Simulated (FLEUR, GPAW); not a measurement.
A FLEUR input for a self-consistent single point of HfB₂ (P6/mmm, 3 atoms in the cell) (DFT, PBE, all-electron FLAPW (FLEUR), scalar-relativistic valence):

Input of the input generator:

```
HfB2 FLAPW
&input film=f /
5.8015077831 0.0000001282 0.0000000000
-2.9007540026 5.0242530563 0.0000000000
0.0000000000 0.0000000000 6.4432593274
1.0
1.0 1.0 1.0

3
72 0.0000000000 0.0000000000 0.0000000000
5 0.3333333333 0.6666666667 0.5000000000
5 0.6666666667 0.3333333333 0.5000000000

&comp jspins=1 /
&kpt div1=8 div2=8 div3=7 gamma=t /
&end /
```

```xml
<?xml version="1.0" encoding="UTF-8" standalone="no"?>
<fleurInput fleurInputVersion="0.39">
   <comment>
      HfB2 FLAPW                                                                                          
   </comment>
   <calculationSetup>
      <cutoffs Kmax="3.8" Gmax="15.2" GmaxXC="15.2" numbands="0"/>
      <scfLoop itmax="60" minDistance="0.00001" maxIterBroyd="15" imix="Anderson" alpha="0.05" precondParam="0.0" spinf="2.0"/>
      <coreElectrons ctail="T" frcor="F" kcrel="0" coretail_lmax="0"/>
      <xcFunctional name="pbe" relativisticCorrections="F"/>
      <magnetism jspins="1"/>
      <soc l_soc="F" theta="0.0" phi="0.0" spav="F"/>
      <expertModes spex="0" secvar="F"/>
      <geometryOptimization l_f="T" forcealpha="1.0" forcemix="BFGS" epsdisp="0.00001" epsforce="0.00001"/>
      <ldaU l_linMix="F" mixParam="0.05" spinf="1.0"/>
   </calculationSetup>
   <cell>
      <bzIntegration valenceElectrons="32.0" mode="hist" fermiSmearingEnergy="0.00183747">
         <kPointListSelection listName="default-1"/>
         <!-- k-points included here -->
         <xi:include xmlns:xi="http://www.w3.org/2001/XInclude" href="kpts.xml"> </xi:include>
      </bzIntegration>
      <!-- symmetry operations included here -->
      <xi:include xmlns:xi="http://www.w3.org/2001/XInclude" href="sym.xml"> </xi:include>
      <bulkLattice scale="1.0">
         <bravaisMatrix>
            <row-1>    5.8015077830999999     0.0000001282000000     0.0000000000000000</row-1>
            <row-2>   -2.9007540025999998     5.0242530563000001     0.0000000000000000</row-2>
            <row-3>    0.0000000000000000     0.0000000000000000     6.4432593273999998</row-3>
         </bravaisMatrix>
      </bulkLattice>
   </cell>
   <atomSpecies>
      <species name="Hafnium (Hf)" element="Hf" atomicNumber="72">
         <mtSphere radius="2.68" gridPoints="925" logIncrement="0.014"/>
         <atomicCutoffs lmax="10" lnonsphr="8"/>
         <electronConfig flipSpins="F">
            <coreConfig>(1s1/2) (2s1/2) (2p1/2) (2p3/2) (3s1/2) (3p1/2) (3p3/2) (4s1/2) (3d3/2) (3d5/2) (4p1/2) (4p3/2) (4d3/2) (4d5/2)</coreConfig>
            <valenceConfig>(5s1/2) (5p1/2) (5p3/2) (6s1/2) (4f5/2) (4f7/2) (5d3/2) (5d5/2)</valenceConfig>
            <stateOccupation state="(5d3/2)" spinUp="0.4" spinDown="0.4"/>
            <stateOccupation state="(5d5/2)" spinUp="0.6" spinDown="0.6"/>
         </electronConfig>
         <energyParameters s="6" p="6" d="5" f="5"/>
         <lo type="SCLO" l="0" n="5" eDeriv="0"/>
         <lo type="SCLO" l="1" n="5" eDeriv="0"/>
         <lo type="SCLO" l="3" n="4" eDeriv="0"/>
      </species>
      <species name="Boron (B)" element="B" atomicNumber="5">
         <mtSphere radius="1.60" gridPoints="553" logIncrement="0.018"/>
         <atomicCutoffs lmax="6" lnonsphr="4"/>
         <electronConfig flipSpins="F">
            <coreConfig>(1s1/2)</coreConfig>
            <valenceConfig>(2s1/2) (2p1/2) (2p3/2)</valenceConfig>
            <stateOccupation state="(2p1/2)" spinUp="0.1666666666667" spinDown="0.1666666666667"/>
            <stateOccupation state="(2p3/2)" spinUp="0.3333333333333" spinDown="0.3333333333333"/>
         </electronConfig>
         <energyParameters s="2" p="2" d="3" f="4"/>
      </species>
   </atomSpecies>
   <atomGroups>
      <atomGroup species="Hafnium (Hf)">
         <relPos label="                   1">.0000000000 .0000000000 .0000000000</relPos>
         <force calculate="T" relaxXYZ="TTT"/>
      </atomGroup>
      <atomGroup species="Boron (B)">
         <relPos label="                   2">1.000/3.000 -1.000/3.000 1.000/2.000</relPos>
         <relPos label="                   3">-1.000/3.000 1.000/3.000 1.000/2.000</relPos>
         <force calculate="T" relaxXYZ="TTT"/>
      </atomGroup>
   </atomGroups>
   <output dos="F" band="F" slice="F">
      <checks vchk="F" cdinf="F"/>
      <bandDOS minEnergy="-.5*Htr" maxEnergy="0.5*Htr" sigma="0.015" storeEVData="T"/>
      <vacuumDOS vacdos="F" integ="F" star="F" nstars="0" locx1="0.0" locy1="0.0" locx2="0.0" locy2="0.0" nstm="0" tworkf="0.0"/>
      <unfoldingBand unfoldBand="F" supercellX="1" supercellY="1" supercellZ="1"/>
      <plotting iplot="0" polar="F">
         <plot TwoD="T" vec1="  1.0  0.0  0.0" vec2="  0.0  1.0  0.0" vec3="  0.0  0.0  1.0" zero="  0.0  0.0  0.0" file="plot"/>
      </plotting>
      <chargeDensitySlicing numkpt="0" minEigenval="0.0" maxEigenval="0.0" nnne="0" pallst="F"/>
      <specialOutput eonly="F"/>
      <magneticCircularDichroism mcd="F" energyLo="-10.0" energyUp="0.0"/>
   </output>
  <!-- We include the file relax.xml here to enable relaxations (see documentation) -->
  <xi:include xmlns:xi="http://www.w3.org/2001/XInclude" href="relax.xml"> <xi:fallback/> </xi:include>
</fleurInput>
```

Translate this input to GPAW.

This is the input that was run; spellings and numerical settings could be chosen otherwise.

```python
from ase import Atoms
from ase.units import GPa
from gpaw import GPAW, PW, FermiDirac

atoms = Atoms(['Hf', 'B', 'B'],
              cell=[[3.070026, 0.000000, 0.000000],
                    [-1.535013, 2.658720, 0.000000],
                    [0.000000, 0.000000, 3.409626]],
              positions=[[0.000000, 0.000000, 0.000000],
                         [-0.000002, 1.772481, 1.704813],
                         [1.535015, 0.886239, 1.704813]],
              pbc=True)

calc = GPAW(mode=PW(900),
            xc='PBE',
            kpts={'size': (8, 8, 7), 'gamma': True},
            occupations=FermiDirac(0.05),
            nbands=-9,
            convergence={'density': 1e-05, 'energy': 1e-05},
            symmetry={'symmorphic': False, 'tolerance': 0.0005},
            maxiter=100,
            txt='-')

atoms.calc = calc

energy = atoms.get_potential_energy()
print('Energy (eV):', round(energy, 6))
forces = atoms.get_forces()
print('Forces (eV/Ang):')
print(forces.round(5))
stress = atoms.get_stress()
print('Stress (GPa, Voigt):', (stress / GPa).round(4))
```

Basis, cutoffs, solver keys and any potentials are the target program's own. This input uses DFT PBE, plane waves, GPAW PAW datasets PBE (gpaw-data 1.0.1).

The starting cell comes from a database of computed structures (which also holds hypothetical and non-ambient phases and stackings), without a prior relaxation at this level. For this run, on top of that: lattice scaled by 0.98.
